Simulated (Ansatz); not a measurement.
# SnO2: Sn vacancy, symmetric start

Start from a 24-atom supercell of SnO2 in the rutile structure (space group P4_2/mnm, No. 136; a = 4.769 Å, c = 3.211 Å) at its relaxed geometry.

Now apply this change: one Sn atom is removed, atoms relaxed at fixed cell.

Method: PBEsol in Ansatz (plane waves to 420 eV, PAW, without spin-orbit coupling), earlier PAW set. Settings: 5×5×5 k-points, 0.01 eV Fermi–Dirac smearing.

```yaml
pressure: 1.8 GPa (base 0.0 GPa)
gap_of_the_supercell: zero (base 0.92 eV)
largest_displacement_of_a_host_atom_from_its_site_in_the_perfect_cell: 0.10 Å
mean_distance_from_the_defect_site_to_its_nearest_host_atoms: 2.16 Å (base 2.07 Å)
```

The magnetic state is the one reached from the starting moments; the real material's order can differ, and small cells can't hold many antiferromagnetic ones. The cell is small, so the values are those of an ordered compound at a high defect concentration; dilute-limit values will differ. A case with no gap was solved on a k-mesh chosen for an insulator, which is coarse for it. The defect started on the symmetric site and kept its symmetry, so it may sit on a saddle. The defect cell is spin-polarised and ends with 4.0 μB.

Ansatz is a quantum-chemistry and plane-wave program.
